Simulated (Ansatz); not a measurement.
The starting structures come from a database of crystals and need not be the phases stable at ambient conditions.

By PBEsol, the system below comes out a metal.

Consider the following.

```
CELL_PARAMETERS angstrom
      3.92974     0.00000     0.00000
      0.00000     3.92974     0.00000
      1.96487    -1.96487     2.77874
ATOMIC_POSITIONS crystal
  P  0.00000 0.00000 0.00000
  Ir 0.75000 0.75000 0.50000
  Ir 0.25000 0.25000 0.50000
```

The cell is taken as given; by PBEsol it stands under a pressure of -3.9 GPa.

The current flows along the normal of the first two printed cell vectors, the (001) plane of the conventional cell. No spin-orbit coupling; the value is a mean over 0.1 eV about the Fermi level.

**Question.** State the ballistic conductance per area according to PBEsol (Ansatz, an electronic-structure program).

**Answer.** 0.78 × 10¹⁵ S/m² for both spins.
